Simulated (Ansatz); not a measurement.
# Equilibrium lattice constant a of MgS (model structure, started from the tenorite type, Fm-3m, No. 225, 4 atoms in the cell) at several levels of theory

No measured value is used here.

```
level (code)         value (Å)
-------------------  ---------
PBE (Ansatz)                 ?
PBEsol (Ansatz)          5.182
PBE-D3(BJ) (Ansatz)      5.155
```

Complete the blanks.


- PBE (Ansatz, an electronic-structure program), value (Å): 5.229

Ansatz's density-functional and Hartree–Fock values are scalar-relativistic unless marked +SOC, with PAW data made under PBE.

A model structure was made by putting elements into a prototype or built by hand; here it ended with the formula and space group of a phase in our tables.
